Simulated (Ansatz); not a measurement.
We consider AgI (model structure, started from the HgO type, P6₄22, No. 181, 6 atoms in the cell), described by PBEsol+SOC (Ansatz, a program for electronic structure, plane waves, PAW).

Numerical settings: plane-wave cutoff 520 eV, 12×12×4 k mesh (along the axes of the cell as run), Fermi–Dirac smearing 0.01 eV, PAW data made under PBE.

Cell (relaxed with PBEsol):

Space group P6₄22 (No. 181); a = 4.4488 Å, b = 4.4488 Å, c = 10.3942 Å, α = 90.00°, β = 90.00°, γ = 120.00°

| atom | site | symmetry | x | y | z |
|---|---|---|---|---|---|
| Ag | 3d | 222 | 0.5000 | 0.0000 | 0.5000 |
| I | 3c | 222 | 0.5000 | 0.0000 | 0.0000 |

### Question
Give the computed band gap and smallest direct gap on the k points sampled.

### Answer

- band gap = 0.52 eV (indirect)
- smallest direct gap on the k points sampled = 0.93 eV

Note: the relaxation could raise the start's symmetry but not lower it, so the cell can be a saddle point.

Static lattice: no zero-point or thermal effects.

Cost on a shared machine: very roughly 19 core-minutes.

A model structure was made by putting elements into a prototype or built by hand; it is no filed structure, need not be a known phase, and can be a saddle point held by its symmetry.
